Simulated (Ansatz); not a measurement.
## Quick settings and what they miss: a (001) slab of Y2Ga3Ni (cut from a parent of space group no. 156; 6 atoms in the cell)

Self-consistent single point.

```yaml
crystal:
  lattice:
    - [4.19728, 0.00000, 0.00000]
    - [-2.09864, 3.63495, 0.00000]
    - [0.00000, 0.00000, 15.85210]
  atoms:
    - { symbol: Y, position: [0.33333, 0.66667, 0.56958] }
    - { symbol: Y, position: [0.33333, 0.66667, 0.31542] }
    - { symbol: Ga, position: [0.66667, 0.33333, 0.68458] }
    - { symbol: Ga, position: [0.66667, 0.33333, 0.42201] }
    - { symbol: Ga, position: [0.00000, 0.00000, 0.46117] }
    - { symbol: Ni, position: [0.00000, 0.00000, 0.66565] }
```

Level of theory: PBEsol, default PAW files made with PBE (plane waves; Ansatz, a quantum-chemistry and plane-wave program).

Base settings: basis.ecutwfc = 420 eV; kpoints.mp_grid.grid = 12 12 1; hamiltonian.xc = pbesol; hamiltonian.pseudopotentials = {kind: paw} (the program's default PAW files); scf.occupations.method = cold; scf.occupations.width = 0.2 eV.

Tight run (finer mesh or higher cutoff; not a proven limit): basis.ecutwfc: 420 eV → 590 eV; kpoints.mp_grid.grid: 12 12 1 → 17 17 1; scf.convergence.dr2_threshold: default (1e-07 eV) → 1e-09 eV. It gave Fermi level (on the code's own zero) 3.85 eV; pressure averaged over the cell with its vacuum -1.91 GPa; largest force (vector length) 0.511 eV/Å.

Quick runs, as changes from the base:
- A: the base itself
- B: kpoints.mp_grid.grid: 12 12 1 → 4 4 1; hamiltonian.xc: pbesol → lda; scf.occupations.method: cold → methfessel_paxton [LDA (PW92)]
- C: basis.ecutwfc: 420 eV → 295 eV; kpoints.mp_grid.grid: 12 12 1 → 8 8 1; hamiltonian.xc: pbesol → lda; scf.occupations.method: cold → fermi_dirac; scf.occupations.width: 0.2 eV → 0.272 eV [LDA (PW92)]
- D: basis.ecutwfc: 420 eV → 210 eV; kpoints.mp_grid.grid: 12 12 1 → 8 8 1
- E: basis.ecutwfc: 420 eV → 295 eV; kpoints.mp_grid.grid: 12 12 1 → 4 4 1
- F: basis.ecutwfc: 420 eV → 250 eV; kpoints.mp_grid.grid: 12 12 1 → 6 6 1

Energies are extrapolated to zero smearing width, which holds to low order in the width alone.

Dashes: energy of B, C, another energy zero.

† marks runs with another functional, U, potentials or spin treatment: their distance from the tight run is not a convergence error alone.

The count of work is k-points × plane waves × bands × iterations; it is no time. 

The starting cell comes from a database of computed structures (which also holds hypothetical and non-ambient phases and stackings), without a prior relaxation at this level. The slab is cut from that crystal, and its faces are unrelaxed. Its lattice was rescaled in the plane by a random factor within 2.5 % of one. Spin polarisation is off. The two faces of this cut differ, and no dipole correction was used.

```
run  energy less tight (meV/atom)  largest miss in a force vector (eV/Å)  count of work / tight
---  ----------------------------  -------------------------------------  ---------------------
A                             0.3                                  0.004                   0.29
B†                              –                                  0.471                  0.061
C†                              –                                  0.232                  0.099
D                          4775.0                                  0.442                  0.083
E                           153.0                                  0.227                  0.036
F                          1034.1                                  0.074                  0.055
```

Among the runs at the tight run's level, the energy misses run from 0.3 to 4775.0 meV/atom.

Keys are those of Ansatz 0.2.
